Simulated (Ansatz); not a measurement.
## YGa (Cmcm, No. 63)

These are LDA (PAW; Ansatz, an electronic-structure program) values and carry that method's errors.

Run with plane-wave cutoff 520 eV, 14×14×14 k mesh, Fermi–Dirac smearing 0.05 eV, scalar-relativistic PAW data made under PBE.

Cell: relaxed at this level.

```
Property                Result
---------------  -------------
band gap         zero (no gap)
bulk modulus B0       78.5 GPa
```

Note: the bulk modulus is −V dP/dV from two relaxed cells at ±2 % in volume; the volume lies 6 % below that of the published cell.

Spin–orbit coupling is not included.

Static lattice: no zero-point or thermal effects.
